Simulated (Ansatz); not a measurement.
Ansatz (a first-principles code) run on ZnSb2 (P2, 6 atoms in the cell): self-consistent single point.

Level of theory: PBEsol, default PAW files made with PBE (plane waves; Ansatz).

```
ZnSb2
1.0
    6.79981     0.00000     0.00000
    0.00000     6.79981     0.00000
    0.00000     0.00000     3.21039
Zn Sb
2 4
Cartesian
  3.39990   3.39990   1.65519
  0.00000   0.00000   0.00000
  5.79949   2.39958   0.80260
  2.39958   1.00032   2.40779
  1.00032   4.40023   0.80260
  4.40023   5.79949   2.40779
```

Reference input (self-consistent single point, DFT, PBEsol, plane waves, default PAW files made with PBE): basis.ecutwfc = 420 eV; kpoints.mp_grid.grid = 3 3 7; hamiltonian.xc = pbesol; hamiltonian.pseudopotentials = {kind: paw} (the program's default PAW files); scf.occupations.method = gaussian; scf.occupations.width = 0.1 eV. This run's input differs from it in these lines:

Ansatz 0.2 input:
```diff
@@ -16,3 +16,3 @@
 kpoints:
-  mp_grid: { grid: [3, 3, 7] }
+  mp_grid: { grid: [5, 5, 12] }
 hamiltonian:
@@ -21,3 +21,3 @@
 scf:
-  occupations: { method: gaussian, width: 0.1 eV }
+  occupations: { method: gaussian, width: 1.0 eV }
 output:
```

Log, with long lists cut:

```
SCF iter   1: F=—  HF=-32194.145029 eV  |F-HF|=—  |Δ(HF+E_count)|=         —  Δρ=3.16e-3  dr2=1.11e-2  ethr=1.77e-3  ⟨swp⟩=10.3  Hψ=24946  notcnv=0
all-band conjugate gradients solve this SCF's bands
preconditioner: auto → Kerker (q_TF=auto, 2.481 Å⁻¹)
SCF iter   2: F=—  HF=-32194.140331 eV  |F-HF|=—  |Δ(HF+E_count)|=   4.70e-3  Δρ=1.84e-3  dr2=4.46e-3  ethr=1.32e-5  ⟨swp⟩=3.0  Hψ=11277  notcnv=0
   [... lines left out ...]
SCF iter   5: F=—  HF=-32194.138668 eV  |F-HF|=—  |Δ(HF+E_count)|=   2.88e-5  Δρ=1.85e-4  dr2=5.24e-5  ethr=1.29e-7  ⟨swp⟩=2.0  Hψ=8841  notcnv=0
SCF iter   6: F=—  HF=-32194.138617 eV  |F-HF|=—  |Δ(HF+E_count)|=   5.07e-5  Δρ=6.00e-5  dr2=8.53e-6  ethr=6.24e-8  ⟨swp⟩=3.0  Hψ=10116  notcnv=0
SCF iter   7: F=—  HF=-32194.138615 eV  |F-HF|=—  |Δ(HF+E_count)|=   2.55e-6  Δρ=1.38e-5  dr2=5.34e-7  ethr=1.02e-8  ⟨swp⟩=2.4  Hψ=8417  notcnv=0
SCF iter   8: F=-32194.138615 eV  HF=-32194.138615 eV  |F-HF|=4.95e-8  |Δ(HF+E_count)|=   9.90e-8  Δρ=4.82e-6  dr2=5.54e-8  ethr=1.19e-10  ⟨swp⟩=9.3  Hψ=25759  notcnv=0
SCF 1 converged in 8 iterations: F = -32194.138615 eV  dr2 = 5.54e-8
Free energy (F): -32194.138615 eV
Internal energy: -32192.929529 eV  (E = F + TS)
E sigma→0 (E₀):  -32193.534072 eV
Entropy (-TS):   -1.209085 eV (-201.514 meV/atom)
Fermi energy:    10.134593 eV
--- Forces (eV/Å), atoms counted from 1 ---
  atom   1  Zn     0.00000000     0.00000000    -0.00795701
  atom   2  Zn     0.00000000     0.00000000    -0.00069984
  atom   3  Sb    -0.16712703    -0.13095026     0.00223967
  atom   4  Sb    -0.15275866     0.11545138     0.00208881
  atom   5  Sb     0.16712703     0.13095026     0.00223967
  atom   6  Sb     0.15275866    -0.11545138     0.00208881
--- Stress (GPa, compression-positive) ---
        0.476475       0.087725       0.000000
        0.087725       0.618842       0.000000
        0.000000       0.000000      -1.316941
  P = ⅓ Tr σ = -0.0739 GPa (-0.739 kbar)
  The stress holds the Pulay correction. Without it, at fixed plane waves, as pw.x and ABINIT print it: P = -0.1236 GPa
```

The run converged in 8 iterations. Against the reference run the free energy falls by 69.8 meV/atom, the pressure goes from -0.63 to -0.07 GPa and the largest force goes from 0.333 to 0.212 eV/Å.

The starting cell comes from a database of computed structures (which also holds hypothetical and non-ambient phases and stackings), without a prior relaxation at this level. Its lattice was rescaled by up to half a per cent. One atom was moved a little off its site on purpose. Ansatz's pressure includes its estimate of the finite-basis (Pulay) stress. The run gives no clean gap (levels at the Fermi energy touch, overlap or are partly filled at this smearing), which alone does not show that the compound is a metal.

Cost on one core of a shared machine: roughly 2 min.
